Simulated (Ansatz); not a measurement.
Consider interstitial F in rutile SnO2, charge state -1. Level of theory: PBE, PAW (plane waves to 420 eV; Ansatz, a first-principles code).

Cell of 72 host sites held at the relaxed PBE lattice; one k-point at (0.250, 0.250, 0.250); Fermi-Dirac width 0.01 eV, spin-restricted; finite-size errors left in. Static, classical nuclei. The charge state is imposed; whether it is stable for some Fermi level was not computed. Sites that were not tried may lie lower.

Barriers: single points on a 2×2×2 k-point mesh shifted by half a step at the bands' geometries.

The step: a concerted move, in which F travels most; the atom moves 1.50 Å along (0.00, 0.00, -0.46) of the unit cell; the moving atom starts with neighbours O at 2.31, O at 2.35, O at 2.36, O at 2.43, O at 2.79, O at 2.96; Sn at 2.28, Sn at 2.31, Sn at 2.64, Sn at 2.68 Å and ends with O at 2.31, O at 2.35, O at 2.36, O at 2.43, O at 2.79, O at 2.96; Sn at 2.28, Sn at 2.31, Sn at 2.64, Sn at 2.68 Å.

**Question.** What migration barrier of this step does PBE, PAW give?

**Answer.** 0.094 eV, the same both ways. At the saddle the moving atom has neighbours O at 2.30, O at 2.33, 2 O at 2.45, 2 O at 2.59; Sn at 2.15, Sn at 2.47, Sn at 2.78 Å. The saddle point's order was not checked, and it lies on a symmetry element of the cell, where a band can be held.
